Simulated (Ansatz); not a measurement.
The structure below was relaxed with PBEsol (Ansatz, a program for electronic structure; PAW; 420 eV plane waves; scalar-relativistic without spin-orbit coupling), at pressure 75 GPa.

```yaml
crystal:
  lattice:
    - [2.88042, 0.00000, 0.00000]
    - [-1.44021, 2.49452, 0.00000]
    - [0.00000, 0.00000, 9.43594]
  atoms:
    - { symbol: La, position: [0.00000, 0.00000, 0.00000] }
    - { symbol: La, position: [0.00000, 0.00000, 0.50000] }
    - { symbol: La, position: [0.33333, 0.66667, 0.25000] }
    - { symbol: La, position: [0.66667, 0.33333, 0.75000] }
```

Task: Find the space group and the Wyckoff positions.

Result: Space group P6₃/mmc (No. 194); a = 2.8804 Å, b = 2.8804 Å, c = 9.4359 Å, α = 90.00°, β = 90.00°, γ = 120.00°

| atom | site | symmetry | x | y | z |
|---|---|---|---|---|---|
| La | 2a | -3m. | 0.0000 | 0.0000 | 0.0000 |
| La | 2c | -6m2 | 0.3333 | 0.6667 | 0.2500 |

Task: Describe the coordination.

Result: The crystal has 4 atoms in its conventional cell. Cell: a = b = 2.8804 Å, c = 9.4359 Å, α = β = 90.00°, γ = 120.00°. La1 sees 12 La at 2.880–2.886 Å (cuboctahedral). La2 has 12 La at 2.880–2.886 Å (anticuboctahedral). (Neighbours: up to the widest gap in distance over summed covalent radii, below 1.35, at either atom.)

Load acts through the strain it causes; cell and atoms are relaxed under it. Whether these cells are dynamically stable was not tested. No other phases were tried under pressure. The cell was made from La (space group P6_3/mmc, No. 194) by this change: pressure 75 GPa.
